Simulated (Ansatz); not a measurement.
The reference is Al$_{2}$O$_{3}$ in the corundum structure (space group R-3c, No. 167; a = 4.8080 Å, c = 13.1216 Å (hexagonal axes)).

Computed with Kohn–Sham DFT with the PBE functional, run in Ansatz (a first-principles code) with PAW and 420 eV plane waves, spin-orbit coupling left out, earlier PAW set.

Base values:

* **Band gap**: 5.86 eV
* **c/a ratio**: 2.729
* **Valence-band top at Γ**: 0.00, -0.03, -0.03 eV
* **Electron mass**: 0.38 mₑ along c, 0.37 mₑ across (at Γ)

One thing is altered: a hydrostatic pressure of 15 GPa.

### Question
What happens to the band gap?

### Answer
The band gap increases by 0.71 eV to 6.57 eV.

### Question
What happens to the c/a ratio?

### Answer
The c/a ratio drops by 0.006, from 2.729 to 2.723.

### Question
Predict the new valence-band top at Γ.

### Answer
The valence-band top at Γ (three highest levels, from the VBM) changes from 0.00, -0.03, -0.03 eV to 0.00, -0.07, -0.07 eV.

### Question
Estimate the effect on the electron mass.

### Answer
The electron mass changes from 0.38 mₑ along c, 0.37 mₑ across (at Γ) to 0.42 mₑ along c, 0.39 mₑ across (at Γ).

Load acts through the strain it causes; cell and atoms are relaxed under it. Effective masses come from finite differences of ±0.01 Å⁻¹. Stability against distortions was not tested. No other phases were tried under pressure.
